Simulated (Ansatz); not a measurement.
**A computed series for PtTe2: pressure series**

Start from PtTe2 (space group P-3m1, No. 164; a = 4.052 Å, c = 5.096 Å; layered).

Cell and atoms are relaxed at each pressure.

Method: PBE-D3(BJ) in Ansatz (plane waves to 420 eV, PAW, scalar-relativistic without spin-orbit coupling).

Notes on the quantities. enthalpy: H = E + PV relative to the base's energy.

```
variant                enthalpy  lattice parameter a  c/a ratio
----------------  -------------  -------------------  ---------
base                          –              4.052 Å      1.258
pressure −2 GPa   -0.31 eV/atom              4.074 Å      1.281
pressure −1 GPa   -0.15 eV/atom              4.063 Å      1.268
pressure 0.3 GPa  +0.05 eV/atom              4.049 Å      1.255
pressure 0.7 GPa  +0.10 eV/atom              4.045 Å      1.252
pressure 1.5 GPa  +0.22 eV/atom              4.038 Å      1.245
pressure 3 GPa    +0.44 eV/atom              4.024 Å      1.236
pressure 5 GPa    +0.73 eV/atom              4.008 Å      1.225
pressure 7.5 GPa  +1.08 eV/atom              3.989 Å      1.213
pressure 10 GPa   +1.42 eV/atom              3.972 Å      1.204
```

Load acts through the strain it causes; cell and atoms are relaxed under it. No phonon test of stability was made. Competing high-pressure phases were not computed. The final runs are not spin-polarised.

Ansatz is a quantum-chemistry and plane-wave program.
